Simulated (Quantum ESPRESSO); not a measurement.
Short convergence ladders for BaPb (Cm, 4 atoms in the cell)

```
BaPb
1.0
    2.70207    -6.41329     0.00000
    2.70207     6.41329     0.00000
    0.00000     0.00000     4.90936
Ba Pb
2 2
Direct
  0.86697   0.13303   0.76018
  0.13303   0.86697   0.25000
  0.57703   0.42297   0.75000
  0.42297   0.57703   0.25000
```

Base method: PBEsol, GBRV 1.5 ultrasoft (PBESOL) pseudopotentials (plane waves; Quantum ESPRESSO).

Base settings: ecutwfc = 40 Ry; ecutrho = 200 Ry; occupations = smearing; smearing = fermi-dirac; degauss = 0.0073499 Ry; potentials = {Ba: ba_pbesol_v1.uspp.F.UPF, Pb: pb_pbesol_v1.uspp.F.UPF}; K_POINTS = automatic 3 3 3 0 0 0; conv_thr = 1e-10 Ry; mixing_beta = 0.3.

The count of work is k-points × plane waves × bands × iterations; it is no time. Core times come from one kind of shared machine, to one figure; runs under 30 s give none.

**The plane-wave cutoff**

Moved along: ecutrho.

The second cell is the first with its lattice scaled by 0.98.

The mesh stays at the base's, so the ladder's end is converged at best in this setting alone.

Only quantities that move along the ladder and can be compared are tabulated.

```csv
ecutwfc,free energy less the last step's (meV/atom),energy of the compressed cell less the first (meV/atom),pressure (GPa),largest difference of a force vector from the last step's (eV/Å),count of work / last,core time / last (rough)
14 Ry,5716.52,85.52,-93.49,0.333,0.10,–
18 Ry,823.12,-2.50,-20.84,0.021,0.14,0.1
22 Ry,85.87,-10.51,-4.16,0.002,0.18,0.2
40 Ry,6.60,-10.24,-1.44,0.000,0.43,0.4
70 Ry,0.00,-10.23,-1.43,0.000,1.0,1
```

Coarsest ecutwfc that holds the forces within 0.005 eV/Å of the last step, with all finer ones: 22 Ry, at 0.18 of the last step's count of work and about 0.2 of the last step's time; the step before is off by 0.021 eV/Å.

Coarsest ecutwfc that holds the free energy within 5 meV/atom: not settled: the last two steps still differ by 6.6 meV/atom, over half the tolerance, so the ladder does not show it.

Coarsest ecutwfc that holds the energy of the compressed cell less the first within 2 meV/atom of the last step, with all finer ones: 22 Ry, at 0.18 of the last step's count of work and about 0.2 of the last step's time; the step before is off by 7.7 meV/atom.

At the lowest cutoff the pressure lies 92.1 GPa under the last step's, the usual sign of Pulay stress in an incomplete plane-wave basis.

**The cutoff for other potential files**

Level: DFT, PBEsol, plane waves, PseudoDojo standard norm-conserving (PBESOL) pseudopotentials.

In this ladder: ecutrho = default; pseudopotentials = {Ba: Ba.upf, Pb: Pb.upf}.

The mesh stays at the base's, so the ladder's end is converged at best in this setting alone.

Only quantities that move along the ladder and can be compared are tabulated.

| ecutwfc | free energy less the last step's (meV/atom) | pressure (GPa) | largest difference of a force vector from the last step's (eV/Å) | count of work / last | core time / last (rough) |
|---|---|---|---|---|---|
| 29 Ry | 3722.91 | -68.47 | 0.045 | 0.11 | 0.1 |
| 46 Ry | 16.28 | -2.18 | 0.001 | 0.23 | 0.2 |
| 65 Ry | 0.63 | -1.45 | 0.000 | 0.38 | 0.3 |
| 130 Ry | 0.00 | -1.45 | 0.000 | 1.0 | 1 |

Coarsest ecutwfc that holds the forces within 0.005 eV/Å of the last step, with all finer ones: 46 Ry, at 0.23 of the last step's count of work and about 0.2 of the last step's time; the step before is off by 0.045 eV/Å.

Coarsest ecutwfc that holds the free energy within 5 meV/atom of the last step, with all finer ones: 65 Ry, at 0.38 of the last step's count of work and about 0.3 of the last step's time; the step before is off by 16 meV/atom.

Coarsest ecutwfc that holds the pressure within 0.05 GPa of the last step, with all finer ones: 65 Ry, at 0.38 of the last step's count of work and about 0.3 of the last step's time; the step before is off by 0.73 GPa.

At the lowest cutoff the pressure lies 67.0 GPa under the last step's, the usual sign of Pulay stress in an incomplete plane-wave basis.

**The density cutoff**

The mesh stays at the base's, so the ladder's end is converged at best in this setting alone.

Only quantities that move along the ladder and can be compared are tabulated.

| ecutrho | free energy less the last step's (meV/atom) | pressure (GPa) | largest difference of a force vector from the last step's (eV/Å) | core time / last (rough) |
|---|---|---|---|---|
| 80 Ry | -58.00 | 0.59 | 0.131 | 0.3 |
| 160 Ry | -0.98 | -1.42 | 0.002 | 0.5 |
| 200 Ry | -0.17 | -1.44 | 0.000 | 0.6 |
| 400 Ry | 0.00 | -1.44 | 0.000 | 1 |

Coarsest ecutrho that holds the forces within 0.02 eV/Å of the last step, with all finer ones: 160 Ry; the step before is off by 0.13 eV/Å.

Coarsest ecutrho that holds the free energy within 2 meV/atom of the last step, with all finer ones: 160 Ry; the step before is off by 58 meV/atom.

Coarsest ecutrho that holds the pressure within 0.5 GPa of the last step, with all finer ones: 160 Ry; the step before is off by 2.0 GPa.

On the base run: the starting cell comes from a database of computed structures (which also holds hypothetical and non-ambient phases and stackings), without a prior relaxation at this level. Its lattice was rescaled by up to half a per cent. One atom was moved a little off its site on purpose. Without a gap this mesh is coarse (it stands for a supercell whose shortest vector is 15 Å).
